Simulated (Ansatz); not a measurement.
**How the smallest direct gap on the k points sampled of SrTaNO2 (Pmc2₁, No. 26, 10 atoms in the cell; start mp-1101327) moves with the method**

No measured value is used here.

| level (code) | value (eV) | cell (Å³/atom) |
|---|---|---|
| LDA (Ansatz) | 1.08 | 12.74 |
| PBEsol (Ansatz) | 1.17 | 13.07 |
| dielectric-dependent PBEsol hybrid (Ansatz) | 2.15 | 13.07 |
| HSE06+SOC (Ansatz) | 2.18 | 13.07 |
| PBE0 (Ansatz) | ? | 13.07 |

Question: Complete the blanks.

Answer: 
- PBE0 (Ansatz, a quantum-chemistry and plane-wave program), value (eV): 2.94

At these levels the smallest gap is indirect and lower: LDA 1.00, PBEsol 1.11 eV. Computed values are for a static lattice. Levels without +SOC have no spin–orbit coupling; where heavier elements are present it shifts gaps, mostly down, and can invert bands.  Values are at the PBEsol cell; LDA at the level's own relaxed cell; PBEsol at the level's own relaxed cell. Cutoffs and k meshes differ between the levels. Ansatz's density-functional and Hartree–Fock values are scalar-relativistic unless marked +SOC, with PAW data made under PBE.

A start named mp-… is a Materials Project structure, which need not be a measured phase.
